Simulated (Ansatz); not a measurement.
Start from Au in the fcc (Cu type) structure (space group Fm-3m, No. 225; relaxed with 0.1 eV smearing).

```
Au
1.0
    0.00000     2.04148     2.04148
    2.04148     0.00000     2.04148
    2.04148     2.04148     0.00000
Au
1
Direct
  0.00000   0.00000   0.00000
```

Cartesian axes are those of the cell as printed.

Calculations: PBEsol in Ansatz (plane waves to 420 eV, PAW, no spin-orbit coupling).

Strains are applied to the cell and any free atomic positions relax; under biaxial strain the out-of-plane vector relaxes too.

One change was made to it. Results:

The energy grows by 5.9 meV/atom; the pressure (mean of the normal stresses, compression positive) goes from zero to 2.3 GPa.

**Question.** What was done to the base?
A) biaxial strain −2.50 %, plane normal [111], relaxed out of plane
B) biaxial strain −1.67 %, plane normal [111], relaxed out of plane
C) biaxial strain +0.42 %, plane normal [111], relaxed out of plane
D) biaxial strain +2.50 %, plane normal [111], relaxed out of plane
E) biaxial strain −0.42 %, plane normal [111], relaxed out of plane

**Answer.** B, biaxial strain −1.67 %, plane normal [111], relaxed out of plane. For comparison, the energy relative to the base in the other runs: biaxial strain +2.50 %, plane normal [111], relaxed out of plane gives +9.4 meV/atom; biaxial strain +0.42 %, plane normal [111], relaxed out of plane gives +0.3 meV/atom; biaxial strain −2.50 %, plane normal [111], relaxed out of plane gives +14 meV/atom; biaxial strain −0.42 %, plane normal [111], relaxed out of plane gives +0.4 meV/atom.

Whether these cells are dynamically stable was not tested.

Ansatz is a first-principles code.
